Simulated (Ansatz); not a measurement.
For AlP (model structure, within 0.1 Å of P6₄22, No. 181, 6 atoms in the cell), LDA in Ansatz (plane waves, PAW) gives:

- bulk modulus = 99.3 GPa
- cohesive energy = 4.64 eV/atom
- band gap = 0.83 eV

Task: What does PBEsol (Ansatz, an electronic-structure program, plane waves, PAW) give for the same quantities?

Result: 
- bulk modulus: 96.1 GPa (decreases by 3.2 %)
- cohesive energy: 4.26 eV/atom (falls by 0.38 eV/atom)
- band gap: 0.84 eV (is nearly the same)

Changes are worked out from the printed values.

Unless a cell is named, each level is at its own relaxed cell (LDA 17.86, PBEsol 18.19 Å³/atom).

Density-functional gaps are differences of (generalised) Kohn–Sham levels.

Caveats: the bulk modulus is −V dP/dV from two relaxed cells at ±2 % in volume (LDA, PBEsol). Ansatz's density-functional and Hartree–Fock values are scalar-relativistic unless marked +SOC, with PAW data made under PBE.

A model structure was made by putting elements into a prototype or built by hand; it is no filed structure, need not be a known phase, and can be a saddle point held by its symmetry.
